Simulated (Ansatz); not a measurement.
CdTe under load (space group I-4m2), r2SCAN with spin-orbit coupling, rigid bands (Ansatz, a first-principles code). Condition of this run: biaxial stress in (001) of 0.5 GPa (compression positive) (the target of the relaxation). Band gap 1.00 eV, N_c = 7.34e17 cm⁻³ and N_v = 7.74e18 cm⁻³ at 300 K, conductivity masses along x (a = (0.00, 3.21, 3.30) Å; b = (3.21, 0.00, 3.30) Å; c = (3.21, 3.21, 0.00) Å) of 0.0997 mₑ (electrons) and 0.465 mₑ (holes). Take k_BT = 0.02585 eV.

**Question.** A film of it is 5 nm thick, with its normal along the direction named. Estimate the confinement energies in an infinite well.

**Answer.** ħ²π²/(2m t²) = 0.376 eV·nm²/(m/mₑ × t²) gives 151 meV for electrons and 32.3 meV for holes, so the gap would widen to about 1.18 eV. Finite barriers and nonparabolic bands lower this, and with several valleys or bands the heaviest mass along the normal sets the lowest level, not this average.

**Question.** What thermal injection velocity √(2k_BT/πm) limits a ballistic channel along the direction named?

**Answer.** 1.70e7 cm/s for electrons and 7.89e6 cm/s for holes, a ratio of √(m_h/m_e) = 2.16, for dilute carriers.

**Question.** What built-in voltage has an abrupt junction with N_A = 1e16 and N_D = 1e17 cm⁻³, all dopants ionised?

**Answer.** V_bi = E_g/e − (k_BT/e) ln(N_c N_v/(N_A N_D)) = 1.00 − 0.02585 × 8.64 = 0.78 V, for the computed gap.

Rigid bands with the computed gap; masses take one relaxation time for all states. Geometry: cell and atoms relaxed with PBEsol.
